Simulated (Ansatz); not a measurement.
Input and output of a self-consistent single point for YbAgBi (P3m1, 6 atoms in the cell) (Ansatz, a first-principles code)

Method: PBEsol, default PAW files made with PBE (plane waves; Ansatz).

This input was run:

Ansatz 0.2 input:
```yaml
# YbAgBi
crystal:
  lattice:
    - [4.902531, 0.000000, 0.000000]
    - [-2.451265, 4.245716, 0.000000]
    - [0.000000, 0.000000, 7.860447]
  atoms:
    - { symbol: Yb, position: [0.000000, 0.000000, 0.755551] }
    - { symbol: Yb, position: [0.000000, 0.000000, 0.249190] }
    - { symbol: Ag, position: [0.333333, 0.666667, 0.568850] }
    - { symbol: Ag, position: [0.666667, 0.333333, 0.068850] }
    - { symbol: Bi, position: [0.333333, 0.666667, 0.965960] }
    - { symbol: Bi, position: [0.666667, 0.333333, 0.465960] }
basis:
  ecutwfc: 420.0
kpoints:
  mp_grid: { grid: [7, 7, 3] }
hamiltonian:
  xc: pbesol
  pseudopotentials: { kind: paw }
scf:
  occupations: { method: gaussian, width: 0.1 }
output:
  forces: true
  eigenvalues: true
  stress: true
```

Output, abridged:

```
WARN the atoms were moved onto the symmetric positions of the space group found under crystal.symmetry.tolerance 1.0e-5 (fractional …
WARN ansatz: RAYON_NUM_THREADS=1 ignored (pool sized by the plan → 1); use --threads N
Pseudopotentials: kind: paw
Pseudopotential: Yb, paw, valence charge 24
Pseudopotential: Ag, paw, valence charge 19
Pseudopotential: Bi, paw, valence charge 15
Crystal: 6 atoms, lattice volume = 163.613 Å³
Basis set: ecut = 420 eV, 3249 PW (Γ), exchange–correlation on 72×72×108 points (8 copies of the dense FFT grid, shifted against one another)
Bands: 70, of which v1, the nominal top of the filled ones, is band 58 counted from 1 (57 counted from 0)
Symmetry: 6 space group operations
Space group: P3m1 (ITA 156), of the structure as read, at distance tolerance 5.5e-5 Å
k-points: 20 of 147 (time reversal used)
PAW frozen core: Yb, regenerated for the run's functional, and the local potential with it
PAW frozen core: Ag, regenerated for the run's functional, and the local potential with it
PAW frozen core: Bi, regenerated for the run's functional, and the local potential with it
Initial density: superposition of atomic densities (neutral atoms: chi_scale 0, normalization atom), corrected by the library's trained network
Initial wavefunctions: pseudopotential atomic-orbital guess
Eigensolver: davidson
Functional: x = pbesol(κ = 0.804, μ = 0.12345679012345678), c = pbesol(β = 0.046)
SCF iter   1: F=—  HF=-66884.566841 eV  |F-HF|=—  |Δ(HF+E_count)|=         —  Δρ=1.05e-2  dr2=1.99e-1  ethr=1.77e-3  ⟨swp⟩=7.2  Hψ=6097  notcnv=0  defer=3
all-band conjugate gradients solve this SCF's bands
preconditioner: auto → LDOS
SCF iter   2: F=—  HF=-66884.676638 eV  |F-HF|=—  |Δ(HF+E_count)|=   1.10e-1  Δρ=3.51e-2  dr2=1.92e0  ethr=1.71e-4  ⟨swp⟩=3.0  Hψ=3031  notcnv=0  defer=100
SCF iter   3: F=—  HF=-66884.565798 eV  |F-HF|=—  |Δ(HF+E_count)|=   1.11e-1  Δρ=1.16e-2  dr2=1.86e-1  ethr=1.71e-4  ⟨swp⟩=3.0  Hψ=2626  notcnv=0  defer=100
SCF iter   4: F=—  HF=-66884.535661 eV  |F-HF|=—  |Δ(HF+E_count)|=   3.01e-2  Δρ=5.35e-3  dr2=4.39e-2  ethr=1.61e-4  ⟨swp⟩=2.0  Hψ=2125  notcnv=0  defer=8
SCF iter   5: F=—  HF=-66884.531291 eV  |F-HF|=—  |Δ(HF+E_count)|=   4.37e-3  Δρ=2.62e-3  dr2=1.08e-2  ethr=3.79e-5  ⟨swp⟩=1.8  Hψ=1412  notcnv=0  defer=8
SCF iter   6: F=—  HF=-66884.530138 eV  |F-HF|=—  |Δ(HF+E_count)|=   1.15e-3  Δρ=1.03e-3  dr2=1.76e-3  ethr=9.28e-6  ⟨swp⟩=1.7  Hψ=1593  notcnv=0  defer=8
SCF iter   7: F=—  HF=-66884.529971 eV  |F-HF|=—  |Δ(HF+E_count)|=   1.67e-4  Δρ=3.16e-4  dr2=1.63e-4  ethr=1.52e-6  ⟨swp⟩=1.9  Hψ=1724  notcnv=0  defer=8
SCF iter   8: F=—  HF=-66884.529951 eV  |F-HF|=—  |Δ(HF+E_count)|=   2.00e-5  Δρ=6.78e-5  dr2=8.85e-6  ethr=1.40e-7  ⟨swp⟩=2.0  Hψ=2246  notcnv=0  defer=8
SCF iter   9: F=—  HF=-66884.529929 eV  |F-HF|=—  |Δ(HF+E_count)|=   2.20e-5  Δρ=2.01e-4  dr2=6.43e-5  ethr=7.63e-9  ⟨swp⟩=2.1  Hψ=2378  notcnv=0  defer=8
SCF iter  10: F=—  HF=-66884.529922 eV  |F-HF|=—  |Δ(HF+E_count)|=   6.76e-6  Δρ=1.94e-5  dr2=5.77e-7  ethr=7.63e-9  ⟨swp⟩=2.0  Hψ=2334  notcnv=0  defer=8
SCF iter  11: F=—  HF=-66884.529922 eV  |F-HF|=—  |Δ(HF+E_count)|=   2.27e-8  Δρ=1.89e-5  dr2=7.01e-7  ethr=4.97e-10  ⟨swp⟩=2.0  Hψ=2402  notcnv=0  defer=8
SCF iter  12: F=—  HF=-66884.529922 eV  |F-HF|=—  |Δ(HF+E_count)|=   2.96e-8  Δρ=1.18e-5  dr2=2.41e-7  ethr=4.97e-10  ⟨swp⟩=1.1  Hψ=1306  notcnv=0  defer=8
SCF iter  13: F=-66884.529922 eV  HF=-66884.529922 eV  |F-HF|=1.21e-9  |Δ(HF+E_count)|=   2.37e-8  Δρ=5.45e-7  dr2=4.81e-10  ethr=8.62e-11  ⟨swp⟩=11.7  Hψ=7444  notcnv=0
SCF 1 converged in 13 iterations: F = -66884.529922 eV  dr2 = 4.81e-10
SCF converged after 13 iterations
Free energy (F): -66884.529922 eV
Harris-Foulkes:  -66884.529922 eV  (|F-HF|=1.21e-9)
Internal energy: -66884.520862 eV  (E = F + TS)
E sigma→0 (E₀):  -66884.525392 eV
Entropy (-TS):   -0.009060 eV (-1.510 meV/atom)
Fermi energy:    12.844463 eV
--- Per-component energies (eV) ---
  E_band       = -688.092461
  E_kinetic    = 2367.678577
  E_local      = -20655.682729  (includes V_loc(G=0)·N_el)
  E_nonlocal   = 2404.953409
  E_hartree    = 8765.997466
  E_xc         = -988.723119
  E_vxc        = -1158.697821  (∫ρ·V_xc dr)
  E_paw        = -43169.186057  (= ΣΔE_a)
  E_vpaw       = -1178.336802  (= ΣTr[D̂ρ^β])
  E_aug_tail   = -0.000344  (compensation charges beyond the density's cutoff)
  E_ewald      = -15612.641436
  E_core_change = 3.083371  (= ΣΔE_core)
  E_smearing   = -0.009060  (= −TS)
  E_closure    = 0.000000  (closes the sum)
  Σ components = -66884.529922   (vs F -66884.529922, Δ=0.00e0)
--- Forces (eV/Å), atoms counted from 1 ---
  atom   1  Yb    -0.00000000     0.00000000    -0.19531977
  atom   2  Yb     0.00000000    -0.00000000     0.01586885
  atom   3  Ag    -0.00000000     0.00000000     0.02039522
  atom   4  Ag     0.00000000     0.00000000     0.02130148
  atom   5  Bi    -0.00000000     0.00000000     0.06996481
  atom   6  Bi     0.00000000     0.00000000     0.06778843
  max |Σ_I F_I| component: 9.88e-7 eV/Å
--- Stress (GPa, compression-positive) ---
       -3.842055       0.000000      -0.000000
        0.000000      -3.842055      -0.000000
       -0.000000      -0.000000      -3.919316
  P = ⅓ Tr σ = -3.8678 GPa (-38.678 kbar)
  The stress holds the Pulay correction. Without it, at fixed plane waves, as pw.x and ABINIT print it: P = -3.9111 GPa
--- Band table (eV; the first three rows and the last of 20) ---
  k-point 0: bands = ["-79.6902", "-79.6380", "-43.2123", "-43.2123", "-43.1582", "-43.1582", "-43.1482", "-43.1010", "-38.8001", "-38.7970", "-11.2989", "-11.2266", "-11.2266", "-11.2144", "-11.2144", "-11.1863", "-9.8342", "-9.8342", "-9.8195", [...]
  k-point 1: bands = ["-79.6902", "-79.6380", "-43.2123", "-43.2123", "-43.1582", "-43.1582", "-43.1482", "-43.1010", "-38.7997", "-38.7974", "-11.2718", "-11.2244", "-11.2244", "-11.2167", "-11.2167", "-11.2140", "-9.8340", "-9.8340", "-9.8189", [...]
  k-point 2: bands = ["-79.6902", "-79.6380", "-43.2123", "-43.2123", "-43.1582", "-43.1582", "-43.1482", "-43.1010", "-38.8001", "-38.7970", "-11.2986", "-11.2284", "-11.2265", "-11.2155", "-11.2155", "-11.1870", "-9.8356", "-9.8345", "-9.8186", [...]
  k-point 19: bands = ["-79.6902", "-79.6380", "-43.2124", "-43.2123", "-43.1583", "-43.1582", "-43.1482", "-43.1010", "-38.7995", "-38.7973", "-11.2719", "-11.2317", "-11.2293", "-11.2219", "-11.2210", "-11.2168", "-9.8399", "-9.8379", "-9.8183", [...]
```

The run converged in 13 iterations.

The starting cell comes from a database of computed structures (which also holds hypothetical and non-ambient phases and stackings), without a prior relaxation at this level. Its lattice was rescaled by up to half a per cent. One atom was moved a little off its site on purpose. Spin-orbit coupling is off. Spin polarisation is off. With a pressure of about -4 GPa the cell is away from its equilibrium volume at this level. Ansatz's pressure includes its estimate of the finite-basis (Pulay) stress.

Cost on one core of a shared machine: roughly 40 s.
